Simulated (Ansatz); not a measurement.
**Response to strain in C**

Base system: C in the diamond structure (space group Fd-3m, No. 227; a = 3.532 Å). Axes: x, y, z lie along the cube axes.

Strains are applied to the cell and any free atomic positions relax; under biaxial strain the out-of-plane vector relaxes too.

Calculations: LDA, PAW, 420 eV (Ansatz, a program for electronic structure; no spin-orbit coupling).

Candidates:
(a) biaxial strain −2.08 %, plane normal [111], relaxed out of plane
(b) biaxial strain +2.08 %, plane normal [111], relaxed out of plane
(c) biaxial strain −1.25 %, plane normal [111], relaxed out of plane
(d) biaxial strain −2.50 %, plane normal [111], relaxed out of plane
(e) biaxial strain −0.42 %, plane normal [111], relaxed out of plane

Notes on the quantities. energy relative to the base: free energy F.

Q: Order them by energy relative to the base, highest first.

A: (d) biaxial strain −2.50 %, plane normal [111], relaxed out of plane (+30 meV/atom), (a) biaxial strain −2.08 %, plane normal [111], relaxed out of plane (+21 meV/atom), (b) biaxial strain +2.08 %, plane normal [111], relaxed out of plane (+19 meV/atom), (c) biaxial strain −1.25 %, plane normal [111], relaxed out of plane (+7.3 meV/atom), (e) biaxial strain −0.42 %, plane normal [111], relaxed out of plane (+0.9 meV/atom)

Stability against distortions was not tested.
